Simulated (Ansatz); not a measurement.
For Ge2Sb2Te5 (model structure, started from the Ge2Sb2Te5-Petrov type, P-3m1, No. 164, 9 atoms in the cell), PBE in Ansatz (plane waves, PAW) gives:

- lattice constant a: 4.265 Å
- c axis length: 18.041 Å
- formation enthalpy: -0.091 eV/atom

**Question.** What does PBE-D3(BJ) (Ansatz, a first-principles code, plane waves, PAW) give for the same quantities?

**Answer.** 
- lattice constant a: 4.233 Å (shrinks by 0.8 %)
- lattice parameter c: 17.437 Å (drops by 3.3 %)
- formation enthalpy: -0.104 eV/atom (moves by -0.013 eV/atom)

Changes are worked out from the printed values.

Unless a cell is named, each level is at its own relaxed cell (PBE 31.57, PBE-D3(BJ) 30.06 Å³/atom).

Levels without +SOC leave out spin–orbit coupling, which shifts energies and cells of such heavy elements.

Caveats: a distance lies near a switch of the dispersion term, which can move the cell (PBE-D3(BJ)); the relaxation could not lower the start's symmetry, so the cell can be a saddle point above a distorted one (PBE). Ansatz's density-functional and Hartree–Fock values are scalar-relativistic unless marked +SOC, with PAW data made under PBE.

A model structure was made by putting elements into a prototype or built by hand; it is no filed structure, need not be a known phase, and can be a saddle point held by its symmetry.
